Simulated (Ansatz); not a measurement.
For LiH2N (I-4, No. 82; cell taken from a computed entry), LDA (Ansatz, a quantum-chemistry and plane-wave program, PAW) gives:

| Property | Value |
|---|---|
| lattice constant a | 4.768 Å |
| lattice parameter c | 10.033 Å |

Q: What does PBEsol (Ansatz, plane waves, PAW) give for the same quantities?

A: 
- lattice constant a: 4.908 Å (grows by 2.9 %)
- lattice parameter c: 10.240 Å (goes up by 2.1 %)

Changes are worked out from the printed values.

Unless a cell is named, each level is at its own relaxed cell (LDA 7.13, PBEsol 7.71 Å³/atom).

Caveats: the relaxation could not lower the start's symmetry, so the cell can be a saddle point above a distorted one (LDA, PBEsol). Ansatz's density-functional and Hartree–Fock values are scalar-relativistic unless marked +SOC, with PAW data made under PBE.
